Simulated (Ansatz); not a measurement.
The slab is Ge(100) surface of dimers buckled in the p(2x2) pattern, one row of 4 dimers, 4 layers, bottom layer H-capped and fixed; cell 8.1 x 16.1 Å; about 5 Å thick over the host's atoms, 24 atoms held; the lower dihydride is canted and the layers over it are shifted sideways by a few tenths of an Å, alike in all states. The numbers are results of PBE-D3(BJ) (plane waves to 420 eV, PAW; Ansatz, an electronic-structure program), not measurements. Sampling: 2x1x1 k points. The slab states were run without spin polarisation. A thicker slab, a larger cell or a denser mesh can move such energies by a tenth of an eV or more. No zero-point or entropy terms are included. Each state was relaxed from one prepared geometry.

One CH4 a cell is brought to Ge(100) with buckled dimers. Relaxed result near the molecule:

```
atom   x (Å)  y (Å)   z (Å)
-----  -----  -----  ------
Ge(3)  4.157  4.874   6.937
C(a0)  4.003  7.870   9.581
H(a1)  3.427  7.123   9.024
H(a2)  4.276  7.461  10.560
H(a3)  3.399  8.774   9.714
H(a4)  4.916  8.112   9.024
```

Q: What is the adsorption energy against the free CH4 and the slab before, and how much of it is dispersion?

A: -0.18 eV (negative: bound); the D3 term gives -0.13 eV of it. Its closest contacts to the rest of the cell: H(a1)...Ge(3) 3.15 Å, H(a4)...Ge(26) 3.31 Å, H(a1)...Ge(26) 3.48 Å.
